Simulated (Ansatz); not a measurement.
The starting structures come from a database of crystals and need not be the phases stable at ambient conditions.

By PBEsol, the system below comes out a metal.

```
CELL_PARAMETERS angstrom
      3.13463     0.00000     0.00000
     -1.56731     4.07483     0.00000
      1.56731     0.00000     4.15799
ATOMIC_POSITIONS crystal
  Sn 0.75000 0.50000 0.50000
  Sn 0.00000 0.00000 0.00000
```

Space group of this cell: Fddd. The cell is strained (lengths across the current scaled by 0.98, ions clamped); by PBEsol its mean pressure is 0.7 GPa.

The current flows along the normal of the first two printed cell vectors. No spin-orbit coupling; the value is a mean over 0.1 eV about the Fermi level.

Estimate the ballistic conductance per area that PBEsol (Ansatz, a program for electronic structure) returns for this system.

0.99 × 10¹⁵ S/m² for both spins.
